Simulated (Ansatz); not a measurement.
Abridged Ansatz (a first-principles code) output:

```
Relaxation: its limit of steps is 50 (relax.max_steps)
Pseudopotential: Ti, paw, valence charge 12
Pseudopotential: Al, paw, valence charge 3
Crystal: 2 atoms, lattice volume = 31.571 Å³
Basis set: ecut = 420 eV, 629 PW (Γ), exchange–correlation on 40×40×54 points (8 copies of the dense FFT grid, shifted against one another)
Bands: 12, of which v1, the nominal top of the filled ones, is band 8 counted from 1 (7 counted from 0)
Symmetry: 4 space group operations
k-points: 1628 of 6174
Functional: x = pbesol(κ = 0.804, μ = 0.12345679012345678), c = pbesol(β = 0.046)
SCF iter   1: F=—  HF=-2999.290845 eV  |F-HF|=—  |Δ(HF+E_count)|=         —  Δρ=4.11e-3  dr2=3.96e-3  ethr=1.77e-3  ⟨swp⟩=5.0  Hψ=98741  notcnv=0
SCF iter   2: F=—  HF=-2999.289819 eV  |F-HF|=—  |Δ(HF+E_count)|=   1.03e-3  Δρ=2.04e-3  dr2=1.68e-3  ethr=2.64e-5  ⟨swp⟩=1.7  Hψ=37325  notcnv=0
SCF 1 converged in 7 iterations: F = -2999.289477 eV  dr2 = 1.53e-11
relax step   1: F+E_penalty+E_count = -2999.28947670 eV  Δ(F+E_penalty+E_count) = +0.000e0 eV  max|allowed force component| = 4.175e-31 eV/Å  Δτ_max = 0.0000 Å  (7 SCF iters, accepted)
SCF converged after 7 iterations
Free energy (F): -2999.289477 eV
Internal energy: -2999.230371 eV  (E = F + TS)
E sigma→0 (E₀):  -2999.259924 eV
Entropy (-TS):   -0.059106 eV (-29.553 meV/atom)
Fermi energy:    11.253291 eV
--- Forces (eV/Å), atoms counted from 1 ---
  atom   1  Ti     0.00000000     0.00000000     0.00000000
  atom   2  Al    -0.00000000     0.00000000     0.00000000
--- Stress (GPa, compression-positive) ---
        0.061419       0.000000      -2.724143
        0.000000       0.077850      -0.000000
       -2.724143      -0.000000       0.100054
  P = ⅓ Tr σ = 0.0798 GPa (0.798 kbar)
--- Relaxed structure (1 steps of the walk, 1 accepted, 0 SCFs on fresh bases) ---
  atoms:
    - { symbol: Ti, position: [0.0, 0.0, 0.0] }
    - { symbol: Al, position: [0.5, 0.5, 0.5] }
```

What was computed, and what are the main results?

TiAl, 2 atoms in the cell, with Ansatz PBEsol, no spin-orbit coupling. The last SCF converged to F = -2999.289477 eV, or -1499.6447 eV per atom, at a pressure of 0.08 GPa. The total energy compares only with runs of the same code, potentials and settings.

The cells carry an imposed strain or load. No phonon test of stability was made. All final runs are without spin polarisation. The cell was made from TiAl (space group P4/mmm, No. 123) by this change: tensor shear ε_xz = +1.14 %.

Keys are those of Ansatz 0.2.
